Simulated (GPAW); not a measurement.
## A self-consistent single point of LuP (Fm-3m, 2 atoms in the cell) with GPAW

Method: LDA (Perdew-Wang 92), GPAW PAW datasets LDA (gpaw-data 1.0.1) (plane waves; GPAW).

Input as run:

```python
from ase import Atoms
from ase.units import GPa
from gpaw import GPAW, PW, FermiDirac

atoms = Atoms(['Lu', 'P'],
              cell=[[0.000000, 2.748046, 2.748046],
                    [2.748046, 0.000000, 2.748046],
                    [2.748046, 2.748046, 0.000000]],
              scaled_positions=[[0.000000, 0.000000, 0.000000],
                                [0.500000, 0.500000, 0.500000]],
              pbc=True)

calc = GPAW(mode=PW(850),
            xc='LDA',
            kpts=(5, 5, 5),
            occupations=FermiDirac(0.1),
            nbands=-8,
            convergence={'density': 1e-05},
            symmetry={'symmorphic': False, 'tolerance': 0.0005},
            maxiter=100,
            txt='-')

atoms.calc = calc

energy = atoms.get_potential_energy()
print('Energy (eV):', round(energy, 6))
forces = atoms.get_forces()
print('Forces (eV/Ang):')
print(forces.round(5))
stress = atoms.get_stress()
print('Stress (GPa, Voigt):', (stress / GPa).round(4))
```

The program printed (abridged):

```
Input parameters:
  convergence: {density: 1e-05}
  kpts: [5 5 5]
  maxiter: 100
  mode: {ecut: 850.0,
         name: pw}
  nbands: -8
  occupations: {fixmagmom: False,
                name: fermi-dirac,
                width: 0.1}
  symmetry: {symmorphic: False,
             tolerance: 0.0005}

species:
  Lu:
    name: Lutetium
    Z: 71.0
    valence: 25
    core: 46
    charge: 0.0
    file: Lu.LDA.gz

    # Using partial waves for Lu as LCAO basis

  P:
    name: Phosphorus
    Z: 15.0
    valence: 5
    core: 10
    charge: 0.0
    file: P.LDA.gz

    # Using partial waves for P as LCAO basis

Reference energy: -405319.764882  # eV

Spin-paired calculation

Convergence criteria:
 Maximum [total energy] change in last 3 cyles: 0.0005 eV / valence electron
 Maximum integral of absolute [dens]ity change: 1e-05 electrons / valence electron
 Maximum integral of absolute [eigenst]ate change: 4e-08 eV^2 / valence electron
 Maximum number of scf [iter]ations: 100

Symmetries present (total): 48
Symmetries with fractional translations: 0
125 k-points: 5 x 5 x 5 Monkhorst-Pack grid
10 k-points in the irreducible part of the Brillouin zone
       k-points in crystal coordinates                weights
   0:     0.00000000    0.00000000    0.00000000          1/125
   1:     0.20000000    0.20000000    0.00000000          6/125
   2:     0.20000000    0.20000000    0.20000000          8/125
   [... 7 lines left out ...]

Wave functions: Plane wave expansion
  Cutoff energy: 850.000 eV
  Number of coefficients (min, max): 2277, 2351
  Pulay-stress correction: 0.000000 eV/Ang^3 (de/decut=0.000000)

Occupation numbers: Fermi-Dirac:
  width: 0.1000  # eV

Eigensolver

Densities:
  Coarse grid: 27*27*27 grid
  Fine grid: 54*54*54 grid
  Total Charge: 0.000000

Density mixing:
  Method: separate
  Backend: pulay
  Linear mixing parameter: 0.05
  old densities: 5
  Damping of long wavelength oscillations: 50

Hamiltonian:
  XC and Coulomb potentials evaluated on a 54*54*54 grid
  External potential:
    NoExternalPotential

Number of atoms: 2
Number of atomic orbitals: 24
Number of bands in calculation: 23
Number of valence electrons: 30
Bands to converge: occupied

Density initialized from atomic densities
  23 bands from LCAO basis set

Atomic positions and initial magnetic moments

Positions:
   0 Lu     0.000000    0.000000    0.000000    ( 0.0000,  0.0000,  0.0000)
   1 P      2.748046    2.748046    2.748046    ( 0.0000,  0.0000,  0.0000)

Unit cell:
           periodic     x           y           z      points  spacing
  1. axis:    yes    0.000000    2.748046    2.748046    27     0.1175
  2. axis:    yes    2.748046    0.000000    2.748046    27     0.1175
  3. axis:    yes    2.748046    2.748046    0.000000    27     0.1175

  Lengths:   3.886324   3.886324   3.886324
  Angles:   60.000000  60.000000  60.000000

Effective grid spacing dv^(1/3) = 0.1282

     iter     time        total  log10-change:
                         energy   eigst   dens
iter:   1 --:--:--   -14.420137
iter:   2 --:--:--   -14.294870   -1.65  -1.34
iter:   3 --:--:--   -13.902995   -1.40  -1.38
iter:   4 --:--:--   -13.886514   -3.33  -1.77
iter:   5 --:--:--   -13.929850   -1.98  -1.76
iter:   6 --:--:--   -13.912918   -3.80  -2.40
iter:   7 --:--:--   -13.898791   -3.47  -2.51
iter:   8 --:--:--   -13.881605   -2.67  -2.56
iter:   9 --:--:--   -13.881646   -4.35  -3.41
iter:  10 --:--:--   -13.881671c  -5.60  -3.47
iter:  11 --:--:--   -13.881571c  -4.90  -3.58
iter:  12 --:--:--   -13.881569c  -6.72  -4.20
iter:  13 --:--:--   -13.881569c  -7.40c -4.32
iter:  14 --:--:--   -13.881569c  -6.80  -4.25
iter:  15 --:--:--   -13.881569c  -8.09c -4.37
iter:  16 --:--:--   -13.881569c  -7.55c -4.54
iter:  17 --:--:--   -13.881569c  -9.28c -4.58
iter:  18 --:--:--   -13.881569c  -6.95  -4.63
iter:  19 --:--:--   -13.881569c  -9.05c -5.76c

Converged after 19 iterations.

Dipole moment: (-0.000000, -0.000000, -0.000000) |e|*Ang

Energy contributions relative to reference atoms: (reference = -405319.764882)

Kinetic:         +4.619160
Potential:       -4.361165
External:        +0.000000
XC:             -14.020296
Entropy (-ST):   -0.014043
Local:           -0.112246
SIC:             +0.000000
--------------------------
Free energy:    -13.888590
Extrapolated:   -13.881569

Showing only first 2 kpts
 Kpt  Band  Eigenvalues  Occupancy
  0    13      8.82121    0.00018
  0    14      8.82121    0.00018
  0    15      9.69020    0.00000
  0    16      9.69020    0.00000

  1    13      7.73906    1.62948
  1    14      7.73906    1.62948
  1    15      8.73968    0.00040
  1    16     10.96764    0.00000

Fermi level: 7.88717

No gap
No difference between direct/indirect transitions
Energy (eV): -13.881569

Forces in eV/Ang:
  0 Lu   -0.00000    0.00000    0.00000
  1 P     0.00000   -0.00000   -0.00000

Stress tensor:
     0.031237     0.000000     0.000000
     0.000000     0.031237     0.000000
     0.000000     0.000000     0.031237
Stress (GPa, Voigt): [5.0047 5.0047 5.0047 0.     0.     0.    ]
```

The run converged in 19 iterations. GPAW prints stress with tension positive.

The starting cell comes from a database of computed structures (which also holds hypothetical and non-ambient phases and stackings), without a prior relaxation at this level. Its lattice was rescaled by up to half a per cent. Spin-orbit coupling is off. With a pressure of about -5 GPa the cell is away from its equilibrium volume at this level. The run gives no clean gap (levels at the Fermi energy touch, overlap or are partly filled at this smearing), which alone does not show that the compound is a metal.
